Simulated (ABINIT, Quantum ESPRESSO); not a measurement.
A Quantum ESPRESSO input for a self-consistent single point of PtAl₂ (Fm-3m, 3 atoms in the cell) (DFT, PBEsol, plane waves, PSlibrary ultrasoft (PBE) pseudopotentials):

```fortran
&control
 calculation = 'scf',
 prefix = 'pwscf',
 outdir = './out',
 pseudo_dir = './',
 tprnfor = .true.,
 tstress = .true.,
/
&system
 ibrav = 2,
 celldm(1) = 11.2486930226,
 nat = 3,
 ntyp = 2,
 ecutwfc = 45,
 ecutrho = 450,
 occupations = 'smearing',
 smearing = 'fermi-dirac',
 degauss = 0.0073499,
 input_dft = 'pbesol',
/
&electrons
 conv_thr = 1.0d-10,
/
ATOMIC_SPECIES
Al    26.9815  Al.pbe-n-rrkjus_psl.1.0.0.UPF
Pt   195.0840  Pt.pbe-n-rrkjus_psl.1.0.0.UPF
ATOMIC_POSITIONS crystal
Al    0.2500000000    0.2500000000    0.2500000000
Al    0.7500000000    0.7500000000    0.7500000000
Pt    0.0000000000    0.0000000000    0.0000000000
K_POINTS automatic
7 7 7  0 0 0
```

Problem. Write the same calculation as an input for ABINIT.

Solution. This is the input that was run; spellings and numerical settings could be chosen otherwise.

```
# PtAl2, JTH v2.0 PBE PAW
pp_dirpath "./"
pseudos "Al.GGA_PBE-JTH.xml, Pt.GGA_PBE-JTH.xml"
acell 3*1.0 Angstrom
rprim
         0.0000000000    2.9762760000    2.9762760000
         2.9762760000    0.0000000000    2.9762760000
         2.9762760000    2.9762760000   -0.0000000000
natom 3
ntypat 2
znucl 13 78
typat 1 1 2
xcart
         1.4881380000    1.4881380000    1.4881380000
         4.4644140000    4.4644140000    4.4644140000
         0.0000000000    0.0000000000    0.0000000000
      Angstrom
ecut 571 eV
pawecutdg 1143 eV
ixc -116133
occopt 3
tsmear 0.00367493
nband 13
kptopt 1
ngkpt 7 7 7
nshiftk 1
shiftk 0 0 0
nstep 100
tolvrs 1.0e-10
prtwf 0
prtden 0
enunit 2
```

Basis, cutoffs, solver keys and any potentials are the target program's own. This input uses DFT, PBEsol, plane waves, PAW (JTH v2.0 PBE PAW, files made for PBE).

The starting cell has typed, rounded lattice constants, without a prior relaxation at this level. Its lattice was rescaled by a random factor within 2.5 % of one.
